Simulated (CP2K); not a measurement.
Band structure of CsZn₄P₃ (P4/mmm, 8 atoms in the cell).

```xyz
8
Lattice="3.9567 0.0000 0.0000 0.0000 3.9567 0.0000 0.0000 0.0000 10.1810" Properties=species:S:1:pos:R:3 pbc="T T T"
Cs     0.0000     0.0000     5.0905
Zn     1.9783     0.0000     8.6380
Zn     1.9783     0.0000     1.5430
Zn     0.0000     1.9783     8.6380
Zn     0.0000     1.9783     1.5430
P      1.9783     1.9783     7.3986
P      1.9783     1.9783     2.7825
P      0.0000     0.0000     0.0000
```

Method: LDA (Pade form), GPW, DZVP-MOLOPT-SR-GTH basis, GTH-PADE potentials (GTH_POTENTIALS) in CP2K 2026.2.

Settings: CUTOFF = 600 Ry; REL_CUTOFF = 50 Ry; SMEAR/METHOD = FERMI_DIRAC; ELECTRONIC_TEMPERATURE = 1160.45 K; KPOINTS/SCHEME = MONKHORST-PACK 4 4 2; GAMMA_CENTERED = T; XC_FUNCTIONAL = PADE; Cs/BASIS_SET = DZVP-MOLOPT-SR-GTH; Cs/POTENTIAL = GTH-PADE-q9; Zn/BASIS_SET = DZVP-MOLOPT-SR-GTH; Zn/POTENTIAL = GTH-PADE-q12; P/BASIS_SET = DZVP-MOLOPT-SR-GTH; P/POTENTIAL = GTH-PADE-q5; METHOD = GPW.

The starting cell comes from a database of computed structures (which also holds hypothetical and non-ambient phases and stackings), without a prior relaxation at this level. Its lattice was rescaled by a random factor within 2.5 % of one. Values carry the incompleteness of an atom-centred basis. The run gives no clean gap (levels at the Fermi energy touch, overlap or are partly filled at this smearing), which alone does not show that the compound is a metal.

Levels in eV from the Fermi level, bands 33 to 38:
```tsv
point	33	34	35	36	37	38
Γ	-2.04	-0.19	-0.09	-0.07	-0.07	0.95
X	-1.51	-1.19	-1.07	-0.95	0.99	1.50
M	-3.27	-3.10	-3.10	-2.22	0.56	1.13
Z	-1.94	-1.11	-0.17	-0.17	-0.06	1.14
R	-1.51	-1.19	-1.12	-1.03	1.33	1.89
A	-3.39	-3.39	-2.90	-2.71	1.04	1.77
```

Bands cross the Fermi level along this path, so the cell is metallic at this level.

Higher empty bands are left out: an atom-centred basis made for the valence describes them poorly.
